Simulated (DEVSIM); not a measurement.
System: Ti/SiON/p-Ge capacitor, at 300 K.

```csv
layer (left to right),material,thickness (nm),Na (cm⁻³)
1,SiON,9.20,-
2,Ge,520,1.3e18
```

Metal gate on the left, work function 4.33 eV. Fixed charge at the semiconductor interface -1.7e11 cm⁻² (in units of +e); interface traps 1e10 cm⁻² eV⁻¹, uniform in energy, neutral level at 0.7 of the gap above the valence band.

The device is made up for the run: typed textbook-type constants, with dimensions and the other settings drawn at random. Values at 300 K.

```tsv
parameter	SiON	Ge
gap (eV)	7	0.664
affinity (eV)	1.4	4
permittivity	5.5	16
Nc (cm⁻³)	-	1.04e19
Nv (cm⁻³)	-	6e18
```

Simulated with DEVSIM: 1D Poisson equation in equilibrium, Boltzmann statistics, complete ionisation; no quantum confinement or tunnelling. Metal contacts follow the ideal Schottky-Mott rule: no Fermi-level pinning, no interface dipoles.

Q: Tabulate band edges, carrier densities and field at 0.6 V on the gate.

A: Energies count from the Fermi level of the right contact; mesh points crowd at the junctions.

```json
[
 {"x (μm)": "0.000", "Ec (eV)": "2.330", "Ev (eV)": "-4.670", "n (cm⁻³)": "< 1e2", "p (cm⁻³)": "< 1e2", "field (V/cm)": "740000"},
 {"x (μm)": "0.0009623", "Ec (eV)": "2.401", "Ev (eV)": "-4.599", "n (cm⁻³)": "< 1e2", "p (cm⁻³)": "< 1e2", "field (V/cm)": "740000"},
 {"x (μm)": "0.002515", "Ec (eV)": "2.516", "Ev (eV)": "-4.484", "n (cm⁻³)": "< 1e2", "p (cm⁻³)": "< 1e2", "field (V/cm)": "740000"},
 {"x (μm)": "0.004753", "Ec (eV)": "2.682", "Ev (eV)": "-4.318", "n (cm⁻³)": "< 1e2", "p (cm⁻³)": "< 1e2", "field (V/cm)": "740000"},
 {"x (μm)": "0.007563", "Ec (eV)": "2.890", "Ev (eV)": "-4.110", "n (cm⁻³)": "< 1e2", "p (cm⁻³)": "< 1e2", "field (V/cm)": "740000"},
 {"x (μm)": "0.008782", "Ec (eV)": "2.980", "Ev (eV)": "-4.020", "n (cm⁻³)": "< 1e2", "p (cm⁻³)": "< 1e2", "field (V/cm)": "740000"},
 {"x (μm)": "0.009614", "Ec (eV)": "0.420", "Ev (eV)": "-0.244", "n (cm⁻³)": "9.1e11", "p (cm⁻³)": "4.8e14", "field (V/cm)": "230000"},
 {"x (μm)": "0.01171", "Ec (eV)": "0.465", "Ev (eV)": "-0.199", "n (cm⁻³)": "1.6e11", "p (cm⁻³)": "2.7e15", "field (V/cm)": "200000"},
 {"x (μm)": "0.01500", "Ec (eV)": "0.522", "Ev (eV)": "-0.142", "n (cm⁻³)": "1.8e10", "p (cm⁻³)": "2.5e16", "field (V/cm)": "150000"},
 {"x (μm)": "0.02127", "Ec (eV)": "0.590", "Ev (eV)": "-0.074", "n (cm⁻³)": "1.3e9", "p (cm⁻³)": "3.4e17", "field (V/cm)": "68000"},
 {"x (μm)": "0.03233", "Ec (eV)": "0.621", "Ev (eV)": "-0.043", "n (cm⁻³)": "3.8e8", "p (cm⁻³)": "1.2e18", "field (V/cm)": "7200"},
 {"x (μm)": "0.06452", "Ec (eV)": "0.624", "Ev (eV)": "-0.040", "n (cm⁻³)": "3.4e8", "p (cm⁻³)": "1.3e18", "field (V/cm)": "≈ 0"},
 {"x (μm)": "0.1153", "Ec (eV)": "0.624", "Ev (eV)": "-0.040", "n (cm⁻³)": "3.4e8", "p (cm⁻³)": "1.3e18", "field (V/cm)": "≈ 0"},
 {"x (μm)": "0.2117", "Ec (eV)": "0.624", "Ev (eV)": "-0.040", "n (cm⁻³)": "3.4e8", "p (cm⁻³)": "1.3e18", "field (V/cm)": "≈ 0"},
 {"x (μm)": "0.3832", "Ec (eV)": "0.624", "Ev (eV)": "-0.040", "n (cm⁻³)": "3.4e8", "p (cm⁻³)": "1.3e18", "field (V/cm)": "≈ 0"},
 {"x (μm)": "0.4529", "Ec (eV)": "0.624", "Ev (eV)": "-0.040", "n (cm⁻³)": "3.4e8", "p (cm⁻³)": "1.3e18", "field (V/cm)": "≈ 0"},
 {"x (μm)": "0.4895", "Ec (eV)": "0.624", "Ev (eV)": "-0.040", "n (cm⁻³)": "3.4e8", "p (cm⁻³)": "1.3e18", "field (V/cm)": "≈ 0"},
 {"x (μm)": "0.5081", "Ec (eV)": "0.624", "Ev (eV)": "-0.040", "n (cm⁻³)": "3.4e8", "p (cm⁻³)": "1.3e18", "field (V/cm)": "≈ 0"},
 {"x (μm)": "0.5208", "Ec (eV)": "0.624", "Ev (eV)": "-0.040", "n (cm⁻³)": "3.4e8", "p (cm⁻³)": "1.3e18", "field (V/cm)": "≈ 0"},
 {"x (μm)": "0.5253", "Ec (eV)": "0.624", "Ev (eV)": "-0.040", "n (cm⁻³)": "3.4e8", "p (cm⁻³)": "1.3e18", "field (V/cm)": "≈ 0"},
 {"x (μm)": "0.5277", "Ec (eV)": "0.624", "Ev (eV)": "-0.040", "n (cm⁻³)": "3.4e8", "p (cm⁻³)": "1.3e18", "field (V/cm)": "≈ 0"},
 {"x (μm)": "0.5292", "Ec (eV)": "0.624", "Ev (eV)": "-0.040", "n (cm⁻³)": "3.4e8", "p (cm⁻³)": "1.3e18", "field (V/cm)": "≈ 0"}
]
```
